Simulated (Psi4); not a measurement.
Psi4 1.11, TPSS/def2-svp: Ti(NMe)(F)(Me) (C[N]=[Ti]([CH3])[F]), 11 atoms. The geometry is a generated start, not checked to be a minimum at this level.

task: energy
method: tpss
basis: def2-svp
memory: 3 GB
maxiter: 100
keys of the molecule block: symmetry c1
scf_type: df (default)
guess: auto, which took SAD (default)
scf_initial_accelerator: adiis (default)
e_convergence: 1e-06 (default)
d_convergence: 1e-06 (default)
dft_radial_points: 75 (default)
dft_spherical_points: 302 (default)
basis functions: 117
grid points: 237695

```xyz
11

Ti     0.1771     1.3305     0.5539
N      0.5870     0.6676    -0.9684
C     -0.1345    -0.1691    -1.8665
H      0.4184    -1.0958    -2.0762
H     -1.1276    -0.4385    -1.4371
H     -0.3006     0.3405    -2.8263
F     -1.5787     1.5323     0.7238
C      0.4902    -0.3049     1.8089
H      0.4193    -0.0248     2.8682
H      1.4148    -0.8712     1.6509
H     -0.3653    -0.9667     1.5687
```

Charge 0 and multiplicity 1 are set for this test and not shown to be the ground state.

One run each on 2 threads. Values of diis_max_vecs tried: 3, 6, 10 (default), 20.

Problem. Predict the course of the SCF iterations along this series.

Solution. Fewest SCF iterations, within one of each other: 10 (default) with 13, 20 with 14. The count rises to 63 at 3. All converge to one solution.

```
diis_max_vecs  SCF iterations            end
-------------  --------------  -------------
3                          63  same solution
6                          15  same solution
10 (default)               13  same solution
20                         14  same solution
```
